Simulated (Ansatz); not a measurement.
Here is the system:

```xyz
4
Lattice="4.0136 0.0000 0.0000 0.0000 4.0136 0.0000 0.0000 0.0000 17.3743" Properties=species:S:1:pos:R:3 pbc="T T T"
Pb     0.0000     2.0068     7.4809
O      2.0068     2.0068     8.6872
O      0.0000     0.0000     8.6872
Pb     2.0068     0.0000     9.8934
```

A single point on PbO with a change (1 layer), its geometry relaxed with PBE-D3(BJ).

Calculations: Kohn–Sham DFT with the PBE functional, run in Ansatz (an electronic-structure program) with PAW and 420 eV plane waves, with spin-orbit coupling. k-mesh 8×8×1 (Γ-centred); smearing 0.05 eV (Fermi–Dirac). The cell is a slab with vacuum along z.

**Question.** What is the computed valence-band top at Γ (three highest Kramers pairs, from the VBM)?

**Answer.** 0.00, -0.96, -1.10 eV.

**Question.** What gap character does the calculation give?

**Answer.** Direct at Γ.

Single points use the geometry relaxed with PBE-D3(BJ). No phonon test of stability was made. The cell was made from PbO (space group P4/nmm, No. 129; layered, stacked along the Cartesian z axis) by this change: a free-standing slab of 1 layer (4 atoms, 4 a layer) is cut normal to the stacking axis, with 15 Å of vacuum and the in-plane cell relaxed.
